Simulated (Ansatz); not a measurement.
Results of r²SCAN+SOC (plane waves, PAW; Ansatz, an electronic-structure program) for SrWO₄ (I4₁/a, No. 88; cell taken from a computed entry).

Settings: plane-wave cutoff 560 eV, 10×10×10 k mesh, Fermi–Dirac smearing 0.01 eV, PAW data made under PBE.

Cell (relaxed with PBEsol):

```yaml
crystal:
  lattice:
    - [-2.70238, 2.70238, 5.91806]
    - [2.70238, -2.70238, 5.91806]
    - [2.70238, 2.70238, -5.91806]
  atoms:
    - { symbol: Sr, position: [0.75000, 0.25000, 0.50000] }
    - { symbol: Sr, position: [0.00000, 0.00000, 0.00000] }
    - { symbol: W, position: [0.25000, 0.75000, 0.50000] }
    - { symbol: W, position: [0.50000, 0.50000, 0.00000] }
    - { symbol: O, position: [0.43991, 0.81918, 0.09208] }
    - { symbol: O, position: [0.56918, 0.97710, 0.87927] }
    - { symbol: O, position: [0.72710, 0.34783, 0.90792] }
    - { symbol: O, position: [0.09783, 0.68991, 0.12073] }
    - { symbol: O, position: [0.31009, 0.43082, 0.40792] }
    - { symbol: O, position: [0.18082, 0.27290, 0.62073] }
    - { symbol: O, position: [0.02290, 0.90217, 0.59208] }
    - { symbol: O, position: [0.65217, 0.56009, 0.37927] }
```

What does this level give for the band gap?


* **band gap**: 4.86 eV (direct)

Note: cell and atoms aren't relaxed at this level (largest force component 0.22 eV/Å, pressure 0.2 GPa); this cell isn't known to be the ambient phase, and symmetry holds it in the calculation.

It cost very roughly 60 core-minutes of CPU time.
